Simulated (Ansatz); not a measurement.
The starting structures come from a database of crystals and need not be the phases stable at ambient conditions.

Tunnelling through a barrier is set by its complex band structure: the current falls as exp(−2κd) with the smallest κ.

Input:

```
CELL_PARAMETERS angstrom
      5.66367     0.00000     0.00000
      1.28496     8.44871     0.00000
     -2.10945    -1.50810     5.02838
ATOMIC_POSITIONS crystal
  Na 0.76550 0.93620 0.98160
  Na 0.23450 0.06380 0.01840
  Na 0.26010 0.89630 0.44740
  Na 0.73990 0.10370 0.55260
  Na 0.22710 0.68010 0.89230
  Na 0.77290 0.31990 0.10770
  Na 0.25710 0.48700 0.25890
  Na 0.74290 0.51300 0.74110
  Ge 0.77900 0.74480 0.34290
  Ge 0.22100 0.25520 0.65710
  O  0.02940 0.13770 0.33660
  O  0.97060 0.86230 0.66340
  O  0.47510 0.12400 0.79650
  O  0.52490 0.87600 0.20350
  O  0.03000 0.30460 0.86080
  O  0.97000 0.69540 0.13920
  O  0.34530 0.42860 0.64800
  O  0.65470 0.57140 0.35200
```

The cell is taken as given.

Transport runs along the normal of the first two printed cell vectors.

No gap correction and no spin-orbit coupling; mid-gap is the computed energy nearest the middle.

**Question.** Predict the band gap and the smallest decay constant κ at mid-gap from r2SCAN (Ansatz, a program for electronic structure).

**Answer.** Gap 3.59 eV on a 6×4×6 mesh; κ = 0.341 1/Å, at the zone centre.
